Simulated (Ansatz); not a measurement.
Seebeck coefficient (μV/K, mean over directions) of p-type Si (Fd-3m) against carrier density, r2SCAN with spin-orbit coupling, rigid bands (Ansatz, a program for electronic structure). Computed gap 0.76 eV; densities at which minority carriers matter at this gap, or further valleys turn the trend, are left out. Conductivity mass 0.35 mₑ (harmonic mean over directions), N_v = 2.0e19 cm⁻³ at 300 K.

```tsv
hole density	300 K	500 K
1e17 cm⁻³	704	775
1e18 cm⁻³	506	577
3e18 cm⁻³	412	482
1e19 cm⁻³	311	379
3e19 cm⁻³	?	287
1e20 cm⁻³	137	192
3e20 cm⁻³	75	116
1e21 cm⁻³	34	?
```

**Question.** Some entries are withheld; supply them.

**Answer.** 
- 3e19 cm⁻³, 300 K: 224
- 1e21 cm⁻³, 500 K: 57

Rigid bands with a gap fixed in temperature, one relaxation time for all states, no polarons or phonon drag, and whether or not such doping can be reached.
